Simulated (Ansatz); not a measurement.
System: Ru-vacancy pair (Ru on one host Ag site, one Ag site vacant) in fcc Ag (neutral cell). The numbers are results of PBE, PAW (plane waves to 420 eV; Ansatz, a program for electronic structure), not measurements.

Cell of 32 host sites held at the relaxed PBE lattice; a 2×2×2 k-point mesh shifted by half a step; Fermi-Dirac width 0.10 eV, spin-restricted; finite-size errors left in. No zero-point or tunnelling terms. Forms of the defect that were not tried may lie lower.

Barriers: single points on a 4×4×4 k-point mesh shifted by half a step at the bands' geometries (they differ from the bands' own by up to 0.06 eV, and are uncertain by about as much).

The step: a nearby Ag atom hops onto the vacant site (Ru-vacancy distance between ideal sites 2.93 Å throughout); the atom moves 2.76 Å along (-0.47, 0.47, 0.00) of the unit cell; the moving atom starts with neighbours Ag at 2.84, 2 Ag at 2.89, 2 Ag at 2.92, 3 Ag at 2.96, 2 Ag at 3.01; Ru at 2.87 Å and ends with Ag at 2.84, 2 Ag at 2.89, 2 Ag at 2.92, 3 Ag at 2.96, 2 Ag at 3.01; Ru at 2.87 Å.

Question: What migration barrier of this step does PBE, PAW give?

Answer: 0.52 eV, the same both ways. At the saddle the moving atom has neighbours 2 Ag at 2.69, Ag at 2.74, 2 Ag at 3.09, 2 Ag at 3.26; Ru at 2.67 Å. The saddle point's order was not checked, and it lies on a symmetry element of the cell, where a band can be held.
